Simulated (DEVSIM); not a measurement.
Structure: TaN/Al2O3/SiO2/p-Si capacitor, at 300 K.

Layer 1 from the left is Al2O3, thickness (nm) 3.70. Layer 2 from the left is SiO2, thickness (nm) 0.760. Layer 3 from the left is Si, thickness (nm) 7700, Na (cm⁻³) 2.8e14.

Metal gate on the left, work function 4.4 eV. Fixed charge at the semiconductor interface 1.8e12 cm⁻² (in units of +e); no interface traps.

Constants are typed, rounded textbook-type inputs, not results; the design itself was drawn at random and stands for no fabricated device. Values at 300 K.

Al2O3: gap (eV) 6.8, affinity (eV) 1.35, permittivity 9. SiO2: gap (eV) 9, affinity (eV) 0.9, permittivity 3.9. Si: gap (eV) 1.124, affinity (eV) 4.05, permittivity 11.7, Nc (cm⁻³) 2.86e19, Nv (cm⁻³) 3.1e19.

Model (solved in DEVSIM): 1D Poisson equation in equilibrium, Boltzmann statistics, complete ionisation; no quantum confinement or tunnelling. Metal contacts follow the ideal Schottky-Mott rule: no Fermi-level pinning, no interface dipoles.

What does the simulation give for the threshold voltage (band bending 2φF)?

threshold voltage (band bending 2φF) -0.14 V.
